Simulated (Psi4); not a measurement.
Psi4 1.11, unrestricted BP86/def2-svpd: [CH]1[SiH2]C[SiH2]1, charge 0, multiplicity 2, 11 atoms. The geometry is a generated start, not checked to be a minimum at this level.

```
Item                                                 Value
--------------------------  ------------------------------
task                                                energy
method                                                bp86
basis                                            def2-svpd
memory                                                3 GB
maxiter                                                100
keys of the molecule block                     symmetry c1
scf_type                                      df (default)
guess                       auto, which took SAD (default)
scf_initial_accelerator                    adiis (default)
e_convergence                              1e-06 (default)
d_convergence                              1e-06 (default)
dft_radial_points                             75 (default)
dft_spherical_points                         302 (default)
basis functions                                        144
grid points                                         236824
```

```xyz
11

C     -1.4015     0.0103    -0.0195
Si    -0.1438     1.3999    -0.1264
C      1.1573    -0.0097     0.0042
Si    -0.1693    -1.3887     0.1944
H     -2.4440    -0.0141    -0.3127
H     -0.1293     2.1646    -1.3776
H     -0.1375     2.3446     0.9970
H      1.8310     0.0809     0.8538
H      1.7850    -0.1157    -0.8773
H     -0.1766    -2.0461     1.5072
H     -0.1713    -2.4261    -0.8430
```

Charge 0 and multiplicity 2 are set for this test and not shown to be the ground state.

One run each on 2 threads. Values of diis_max_vecs tried: 3, 6, 10 (default), 20.

Task: Predict the course of the SCF iterations along this series.

Result: Fewest SCF iterations, within one of each other: 6 with 9, 10 (default) with 9, 20 with 9. The count rises to 14 at 3. All converge to one solution.

```tsv
diis_max_vecs	SCF iterations	end
3	14	same solution
6	9	same solution
10 (default)	9	same solution
20	9	same solution
```
